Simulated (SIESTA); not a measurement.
## A short convergence ladder for LuSi2Os2 (I4mm, 5 atoms in the cell)

```xyz
5
Lattice="-2.0843 2.0843 4.7288 2.0843 -2.0843 4.7288 2.0843 2.0843 -4.7288" Properties=species:S:1:pos:R:3 pbc="T T T"
Lu     0.0000     0.0000     0.0500
Si     0.0000     0.0000     5.9408
Si     0.0000     0.0000     3.5168
Os     0.0000     2.0843     2.3644
Os     2.0843     0.0000     2.3644
```

Base method: GGA PBEsol, numerical atomic orbitals DZP, PseudoDojo PBEsol standard norm-conserving potentials (rewritten from UPF to PSML) in SIESTA.

Base settings: XC.functional = GGA; XC.authors = PBEsol; potentials = PseudoDojo PBEsol standard; PAO.BasisSize = DZP; PAO.EnergyShift = 0.01 Ry; MeshCutoff = 300 Ry; kgrid.MonkhorstPack = 4 4 4; OccupationFunction = MP; OccupationMPOrder = 0; ElectronicTemperature = 100 meV.

Core times come from one kind of shared machine, to one figure; runs under 30 s give none.

**The setting basis size**

Level: DFT, GGA PBEsol, numerical atomic orbitals TZP, PseudoDojo PBEsol standard norm-conserving potentials (rewritten from UPF to PSML).

Moved along: PAO.BasisSize.

The second cell is the first with its lattice scaled by 0.98.

The mesh stays at the base's, so the ladder's end is converged at best in this setting alone.

The sets are ordered by size and need not be nested.

Only quantities that move along the ladder and can be compared are tabulated.

| basis (functions) | energy of the compressed cell less the first (meV/atom) | pressure (GPa) | largest difference of a force vector from the last step's (eV/Å) | core time / last (rough) |
|---|---|---|---|---|
| SZ (45) | 54.23 | 1.48 | 0.183 | – |
| DZ (78) | 26.26 | -2.28 | 0.158 | 0.2 |
| DZP (97) | 14.13 | -3.64 | 0.079 | 0.3 |
| TZP (130) | 8.70 | -4.60 | 0.000 | 1 |

Coarsest basis (functions) that holds the pressure within 0.5 GPa: not settled: the last two steps still differ by 0.96 GPa, over half the tolerance, so the ladder does not show it.

Coarsest basis (functions) that holds the forces within 0.02 eV/Å: not settled: the last two steps still differ by 0.079 eV/Å, over half the tolerance, so the ladder does not show it.

Coarsest basis (functions) that holds the energy of the compressed cell less the first within 2 meV/atom: not settled: the last two steps still differ by 5.4 meV/atom, over half the tolerance, so the ladder does not show it.

On the base run: the starting cell comes from a database of computed structures (which also holds hypothetical and non-ambient phases and stackings), without a prior relaxation at this level. Its lattice was rescaled by up to half a per cent. One atom was moved a little off its site on purpose. Spin polarisation is off. Values carry the incompleteness of an atom-centred basis. In the base run, with a pressure of about -4 GPa the cell is away from its equilibrium volume at this level. Without a gap this mesh is coarse (it stands for a supercell whose shortest vector is 17 Å).
